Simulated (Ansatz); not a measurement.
```
CELL_PARAMETERS angstrom
      3.40482     0.00000     0.00000
     -1.70241     2.94866     0.00000
      0.00000     0.00000    31.64800
ATOMIC_POSITIONS crystal
  O  0.33333 0.66667 0.29448
  In 0.66667 0.33333 0.31801
  O  0.66667 0.33333 0.38197
  In 0.00000 0.00000 0.42355
  O  0.33333 0.66667 0.44909
  O  0.33333 0.66667 0.54956
  In 0.00000 0.00000 0.57201
  O  0.00000 0.00000 0.63603
  In 0.66667 0.33333 0.67762
  O  0.33333 0.66667 0.70269
```

Values marked by level come from PBE+D3(BJ) (plane waves to 420 eV, PAW; Ansatz, a first-principles code); PBE+D3(BJ) with spin-orbit coupling (plane waves to 420 eV, PAW; Ansatz). Geometries and values that name no level are of the first. Values not marked SOC have no spin–orbit coupling; PBE gaps are too small against experiment. Its k-point mesh 9×9×1, Fermi–Dirac width 0.01 eV. A dipole correction is on.

Problem. Name the layers and their stacking, and give its binding and gap.

Solution. 2 layers of In2O3-ML, started at antiparallel, shifted by (2/3,1/3) (facing O atop O, which symmetry holds and which is mostly a maximum against sliding; In2O3-ML a predicted or substrate-bound sheet, here free).
| Quantity | Result |
|---|---|
| step of the vacuum level across the stack (top less bottom) | +2.90 eV |
| interaction energy of the frozen layers | -18.2 meV/Å² |
| interaction energy without the D3 term at this geometry | -1.7 meV/Å² |
| PBE gap over the mesh and listed points off it | closed |
| PBE+SOC gap at the same geometry | closed or nearly so |
